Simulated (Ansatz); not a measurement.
Take NiGe (space group Pnma, No. 62; a = 5.325 Å, b = 3.441 Å, c = 5.800 Å; non-magnetic) as the base. Axes: x, y, z lie along a, b, c of the conventional cell.

Method: r2SCAN in Ansatz (plane waves to 500 eV, PAW, no SOC).

For the base:

Volume per atom: 13.29 Å³
Pressure: 0.0 GPa
Band gap: zero

It is then changed as follows: biaxial strain +1.82 %, plane normal [001], relaxed out of plane (Cartesian); in-plane vectors clamped, the third vector and the atoms free.

Problem. Estimate the effect on the volume per atom, pressure and band gap.

Solution. The volume per atom goes up by 0.236 Å³ (13.29 Å³ → 13.52 Å³); the pressure (mean of the normal stresses, compression positive) goes from zero to -2.9 GPa; the band gap is still zero.

Whether these cells are dynamically stable was not tested. Seeded moments were not kept for the base. The final runs are not spin-polarised.

Ansatz is a program for electronic structure.
